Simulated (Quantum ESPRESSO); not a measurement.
What a tighter setting buys: ecutwfc, Cs2AgBiBr6 (Fm-3m, 10 atoms in the cell)

Cell: a = 8.0763 Å, b = 8.0763 Å, c = 8.0763 Å, α = 60.00°, β = 60.00°, γ = 60.00°.

Method: PBE, PseudoDojo standard norm-conserving (PBE) pseudopotentials (plane waves; Quantum ESPRESSO).

Base settings: ecutwfc = 85 Ry; occupations = smearing; smearing = gauss; degauss = 0.00147 Ry; potentials = {Cs: Cs.upf, Ag: Ag.upf, Bi: Bi.upf, Br: Br.upf}; K_POINTS = automatic 2 2 2 0 0 0; conv_thr = 1e-09 Ry; mixing_beta = 0.5.

Misses are taken against the tightest run, 170 Ry, which need not be fully converged itself. The energy is the free energy per atom.

The count of work is k-points × plane waves × bands × iterations; it is no time, and leaves out set-up, grids and terms that scale otherwise. Core times come from one kind of shared machine and are given to one figure; runs under 30 s give none.

The starting cell comes from a database of computed structures (which also holds hypothetical and non-ambient phases and stackings), without a prior relaxation at this level. Its lattice was rescaled by a random factor within 2.5 % of one. Spin-orbit coupling is off.

The runs (ecutwfc): 34 Ry | 42 Ry | 51 Ry | 59 Ry | 68 Ry | 76 Ry | 85 Ry | 98 Ry | 110 Ry | 128 Ry | 149 Ry | 170 Ry.

**Question.** Which is the coarsest setting among those run that, with all tighter ones, holds the energy within 5 meV/atom of the reference, and what does it save?

**Answer.** 76 Ry, off by 1.0 meV/atom; it needs 0.30 of the reference's count of work and about 0.2 of the reference's time.

**Question.** What does the step from 59 Ry to 128 Ry buy?

**Answer.** It takes the miss in the energy from 46 to 0.12 meV/atom, for 3.2 times the count of work and roughly 4 times the time.

| ecutwfc | energy less reference (meV/atom) | pressure less reference (GPa) | gap on the mesh less reference (eV) | count of work / reference | core time / reference (rough) |
|---|---|---|---|---|---|
| 34 Ry | 2771.24 | -39.59 | -0.035 | 0.098 | – |
| 42 Ry | 814.14 | -15.32 | 0.004 | 0.12 | 0.1 |
| 51 Ry | 195.01 | -4.83 | 0.006 | 0.16 | 0.1 |
| 59 Ry | 45.70 | -1.48 | 0.002 | 0.21 | 0.2 |
| 68 Ry | 7.16 | -0.31 | 0.001 | 0.25 | 0.2 |
| 76 Ry | 1.04 | -0.05 | 0.000 | 0.30 | 0.2 |
| 85 Ry | 0.27 | 0.00 | 0.000 | 0.35 | 0.3 |
| 98 Ry | 0.21 | 0.00 | 0.000 | 0.44 | 0.3 |
| 110 Ry | 0.17 | 0.00 | 0.000 | 0.52 | 0.4 |
| 128 Ry | 0.12 | 0.00 | 0.000 | 0.65 | 0.6 |
| 149 Ry | 0.07 | 0.00 | 0.000 | 0.82 | 0.7 |
| 170 Ry | 0.00 | 0.00 | 0.000 | 1.0 | 1 |
